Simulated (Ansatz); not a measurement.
Data:

```xyz
4
Lattice="3.8058 0.0000 0.0000 -1.9029 3.2959 0.0000 0.0000 0.0000 6.2380" Properties=species:S:1:pos:R:3 pbc="T T T"
Zn     0.0000     2.1973     0.0009
Zn     1.9029     1.0986     3.1199
S      0.0000     2.1973     2.3384
S      1.9029     1.0986     5.4574
```

Space group of this cell: P6_3mc, wurtzite. The cell is taken as given.

These are r2SCAN (plane waves, PAW; Ansatz, an electronic-structure program) values and carry that method's errors.

The current runs along the normal of the first two printed vectors; no spin-orbit coupling. Scaled by the factor s: all lengths (ions clamped). Meshes 12×12×6 and 12×12 across the current in all rows.

```json
[
 {"s": "0.98", "mean pressure (GPa)": "5.5", "band gap (eV)": "?"},
 {"s": "1.00", "mean pressure (GPa)": "0.1", "band gap (eV)": "2.79"},
 {"s": "1.02", "mean pressure (GPa)": "-4.0", "band gap (eV)": "2.51"}
]
```

Problem. Take the slope of the band gap against ln s from the two given rows, extrapolate to s = 0.98, and say what the run there gives.

Solution. Slope = (2.51 − 2.79) / ln 1.02 = -14.1 eV. The line gives 2.79 + (-14.1) × ln 0.98 = 3.08 eV. The run gives 3.08 eV, as the line does.
